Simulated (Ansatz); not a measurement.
**Si_Al (metastable zinc-blende AlN host)**

Calculation: PBE, PAW (plane waves to 420 eV; Ansatz, a program for electronic structure). Cell: 64 sites, 2×2×2; final energies on a 2×2×2 shifted mesh. Site at the start: the Al site. Finite-size correction: monopole term and site-potential alignment. Dielectric constants: PBE linear response of the host. Host gap at this level: 3.31 eV. A cell of this size leaves errors of a few tenths of an eV. Levels are measured in PBE's own, too narrow, gap. Spin–orbit coupling is left out. Each state is the lowest found from its start.

Formation energies E_f are given with the Fermi level at the valence-band maximum. Chemical conditions: N-rich (Δμ(Al) = -2.69 eV, Δμ(Si) = -2.47 eV, bounded by beta Si3N4; only phases computed here count, gases as isolated molecules at 0 K). Reference phases: Al: fcc Al, Si: silicon.

```tsv
charge	moment (μB)	largest move off a lattice site (Å)	image correction with alignment (eV)	E_f, N-rich (eV)
+1	not spin-polarised	0.11	0.27	-1.73
0*	1.0	0.12	–	–
−1*	not spin-polarised	0.13	–	–
```

* At this level the carrier isn't localised at the defect: at charge 0 electrons occupy the conduction band; at charge −1 electrons occupy the conduction band. Such a state is shallow or no state of the defect, and this cell gives it no level.

No other site or start that was run ended lower by more than 0.1 eV.

Flagged in the runs: a strain field that reaches the edge of the cell.
